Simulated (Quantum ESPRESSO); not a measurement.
Quantum ESPRESSO run on Fe3Si (P4/mmm, 4 atoms in the cell): self-consistent single point.

Method of the run: PBEsol, PSlibrary PAW (PBE) pseudopotentials (plane waves; Quantum ESPRESSO).

```yaml
crystal:
  lattice:
    - [2.83564, 0.00000, 0.00000]
    - [0.00000, 2.83564, 0.00000]
    - [0.00000, 0.00000, 5.50704]
  atoms:
    - { symbol: Fe, position: [0.50000, 0.50000, 0.75776], spin: 4.0 }
    - { symbol: Fe, position: [0.50000, 0.50000, 0.24224], spin: 4.0 }
    - { symbol: Fe, position: [0.00000, 0.00000, 0.50000], spin: 4.0 }
    - { symbol: Si, position: [0.00000, 0.00000, 0.00000] }
```
(The spins are starting values, not results.)

Reference input (self-consistent single point, DFT, PBEsol, plane waves, PSlibrary PAW (PBE) pseudopotentials): ecutwfc = 55 Ry; ecutrho = 330 Ry; occupations = smearing; smearing = fd; degauss = 0.0073499 Ry; nspin = 2; input_dft = pbesol; potentials = {Fe: Fe.pbe-n-kjpaw_psl.1.0.0.UPF, Si: Si.pbe-n-kjpaw_psl.1.0.0.UPF}; K_POINTS = automatic 9 9 5 0 0 0; conv_thr = 1e-10 Ry; mixing_beta = 0.3. This run's input differs from it in these lines:

```diff
@@ -12,4 +12,4 @@
    ntyp = 2,
-   ecutwfc = 55,
-   ecutrho = 330,
+   ecutwfc = 50,
+   ecutrho = 300,
    occupations = 'smearing',
```

Output (repeated stretches shortened):

```
     Self-consistent Calculation

     iteration #  1     ecut=    50.00 Ry     beta= 0.30

---- Real-time Memory Report at c_bands before calling an iterative solver
           132 MiB given to the printing process from OS
            78 MiB allocation reported by mallinfo(arena+hblkhd)
------------------

     Threshold (ethr) on eigenvalues was too large:
     Diagonalizing with lowered threshold

---- Real-time Memory Report at c_bands before calling an iterative solver
           184 MiB given to the printing process from OS
            85 MiB allocation reported by mallinfo(arena+hblkhd)
------------------

   [... lines left out ...]
     absolute magnetization    =     5.20 Bohr mag/cell

     iteration # 22     ecut=    50.00 Ry     beta= 0.30

---- Real-time Memory Report at c_bands before calling an iterative solver
           193 MiB given to the printing process from OS
            93 MiB allocation reported by mallinfo(arena+hblkhd)
------------------

     Magnetic moment per site  (integrated on atomic sphere of radius R)
     atom   1 (R=0.350)  charge=  6.4535  magn=  1.1710
     atom   2 (R=0.350)  charge=  6.4535  magn=  1.1710
     atom   3 (R=0.350)  charge=  6.3014  magn=  2.6027
     atom   4 (R=0.350)  charge=  1.9998  magn= -0.0544
     End of self-consistent calculation

     the Fermi energy is    13.7326 ev

!    total energy              =    -464.07430308 Ry
     estimated scf accuracy    <          2.0E-11 Ry
     smearing contrib. (-TS)   =      -0.00895314 Ry
     internal energy E=F+TS    =    -464.06534994 Ry

      -> PAW hartree energy AE =     138.99627632 Ry
      -> PAW hartree energy PS =    -138.81474351 Ry
      -> PAW xc energy AE      =    -368.52568183 Ry
      -> PAW xc energy PS      =      97.01195300 Ry
      -> total E_H with PAW    =      29.40565634 Ry
      -> total E_XC with PAW   =    -369.40137488 Ry

     total magnetization       =     4.82 Bohr mag/cell
     absolute magnetization    =     5.20 Bohr mag/cell

     convergence has been achieved in  22 iterations

     Forces acting on atoms (cartesian axes, Ry/au):

   [... lines left out ...]

     Total force =     0.005570     Total SCF correction =     0.000001

          total   stress  (Ry/bohr**3)                   (kbar)     P=      -94.82
  -0.00061906   0.00000000   0.00000000          -91.07        0.00        0.00
   0.00000000  -0.00061906   0.00000000            0.00      -91.07        0.00
   0.00000000   0.00000000  -0.00069566            0.00        0.00     -102.34

   JOB DONE.
```

The run converged in 22 iterations. Against the reference run the free energy goes up by 5.0 meV/atom, the pressure goes from -8.89 to -9.48 GPa, the largest force hardly changes (0.102 to 0.101 eV/Å) and the size of the net moment stays at 1.21 μB/atom.

The starting cell comes from a database of computed structures (which also holds hypothetical and non-ambient phases and stackings), without a prior relaxation at this level. The magnetic order is the one reached from the typed start; others were not searched systematically.

Cost on one core of a shared machine: roughly 4 min.
